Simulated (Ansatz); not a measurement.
Take Cd (space group R-3m, No. 166; a cell from a computed database, its experimental status unchecked) as the base.

```xyz
1
Lattice="1.5928 0.9196 2.3916 -1.5928 0.9196 2.3916 0.0000 -1.8392 2.3916" Properties=species:S:1:pos:R:3 pbc="T T T"
Cd     0.0000     0.0000     0.0000
```

Levels (all Ansatz, a program for electronic structure, PAW): PBEsol (420 eV, scalar-relativistic without spin-orbit coupling); PBEsol+SOC (420 eV, with spin-orbit coupling).

The geometry is relaxed with PBEsol.

```
Quantity           Value
---------------  -------
PBEsol pressure  0.0 GPa
```

Task: What does PBEsol+SOC give at this geometry for the pressure?

Result: The pressure goes from zero to -0.2 GPa.

Single points use the geometry relaxed with PBEsol. The spin-orbit shifts are approximate. Stability against distortions was not tested. This is not the structure that Cd has at room temperature and ambient pressure.
